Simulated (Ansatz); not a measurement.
The starting structures come from a database of crystals and need not be the phases stable at ambient conditions.

 Where the default PAW files enter, the runs use the earlier of Ansatz's two default sets.

By PBEsol, the system below comes out a metal.

Given:

```
CELL_PARAMETERS angstrom
      4.48085     0.00000     0.00000
     -2.24043     3.88053     0.00000
      2.24043     1.29351     0.94209
ATOMIC_POSITIONS crystal
  Pt 0.00000 0.00000 0.00000
```

Space group of this cell: R-3m. The cell is strained (lengths along the current scaled by 1.03, ions clamped); by PBEsol its mean pressure is -16.6 GPa.

The current flows along the normal of the first two printed cell vectors, the (111) (indices of the unstrained crystal) plane of the conventional cell. No spin-orbit coupling; the value is a mean over 0.1 eV about the Fermi level.

Give the ballistic conductance per area that PBEsol (Ansatz, a quantum-chemistry and plane-wave program) yields.

1.7 × 10¹⁵ S/m² for both spins.
